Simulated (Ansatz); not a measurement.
Ansatz (an electronic-structure program), DFT, PBE, plane waves, its default PAW files: Cu(100) slab of 12 layers, 1x1, atoms displaced (Cu12), unrelaxed, 12 atoms. Basis and mesh were picked for this test and aren't claimed converged.

```
Property                                                   Value
------------------------------  --------------------------------
cell                            2.56, 2.56, 39.88 Å; 90, 90, 90°
distance to the nearest atom                      2.47 to 2.54 Å
task                                                single point
k mesh                                                   10×10×1
hamiltonian.xc                                               pbe
kind of files                                                paw
scf.occupations.method                               fermi_dirac
scf.occupations.width                                     0.1 eV
scf.initial_density.chi_scale                                0.1
output.forces                                               true
binding of workers (--pin)                                   off
k-point pools (--kpoint-pools)                                 1
memory maximum (--max-ram)                                  8GiB
accuracy                                        medium (default)
basis.precision                                   auto (default)
basis.xc_grid                                        2 (default)
scf.eigensolver.kind                              auto (default)
scf.convergence.dr2_threshold                    1e-07 (default)
scf.lower_state_search                           light (default)
k-points after symmetry                                       52
bands at the start                                           127
electrons                                                    228
plane waves at Γ                                            5105
cutoff (eV)                                                  420
FFT grid                                               18×18×270
symmetry operations                                            1
```

One run each.

All on 4 threads. The settings tried:
- scf.mixing.algorithm = auto (default), scf.mixing.preconditioner = kerker_dos
- scf.mixing.algorithm = auto (default), scf.mixing.preconditioner = local_kerker
- scf.mixing.algorithm = msr1, scf.mixing.preconditioner = auto (default)
- scf.mixing.algorithm = broyden, scf.mixing.preconditioner = auto (default)
- scf.mixing.algorithm = broyden, scf.mixing.preconditioner = kerker
- scf.mixing.algorithm = broyden, scf.mixing.preconditioner = none
- scf.mixing.algorithm = auto (default), scf.mixing.preconditioner = kerker
- scf.mixing.algorithm = auto (default), scf.mixing.preconditioner = ldos
- scf.mixing.algorithm = anderson, scf.mixing.preconditioner = auto (default)
- scf.mixing.algorithm = auto (default), scf.mixing.preconditioner = none
- scf.mixing.algorithm = auto (default), scf.mixing.preconditioner = auto (default)

Which settings need the fewest SCF iterations, which the most, and do any fail to converge?

Fewest SCF iterations: scf.mixing.algorithm = auto (default), scf.mixing.preconditioner = auto (default) (14); scf.mixing.algorithm = msr1, scf.mixing.preconditioner = auto (default) (14); scf.mixing.algorithm = auto (default), scf.mixing.preconditioner = ldos (14). Most among those that reach the base run's result: scf.mixing.algorithm = broyden, scf.mixing.preconditioner = kerker (81). All converged. In the base run the program took: scf.mixing.algorithm MSR1, scf.mixing.preconditioner LDOS, scf.eigensolver.kind band_cg, --slots 4.

```tsv
setting	SCF iterations	applications of H to a band	end
scf.mixing.algorithm = auto (default), scf.mixing.preconditioner = auto (default)	14	191688	converged
scf.mixing.algorithm = msr1, scf.mixing.preconditioner = auto (default)	14	191688	converged
scf.mixing.algorithm = auto (default), scf.mixing.preconditioner = ldos	14	191688	converged
scf.mixing.algorithm = anderson, scf.mixing.preconditioner = auto (default)	18	251661	converged
scf.mixing.algorithm = broyden, scf.mixing.preconditioner = auto (default)	19	278970	converged
scf.mixing.algorithm = broyden, scf.mixing.preconditioner = none	31	313544	converged
scf.mixing.algorithm = auto (default), scf.mixing.preconditioner = none	32	298451	converged
scf.mixing.algorithm = auto (default), scf.mixing.preconditioner = local_kerker	40	1706627	converged
scf.mixing.algorithm = auto (default), scf.mixing.preconditioner = kerker_dos	46	426898	converged
scf.mixing.algorithm = auto (default), scf.mixing.preconditioner = kerker	68	588375	converged
scf.mixing.algorithm = broyden, scf.mixing.preconditioner = kerker	81	1105770	converged
```

12 planned settings were not run, for want of time.

Keys are those of Ansatz 0.2.
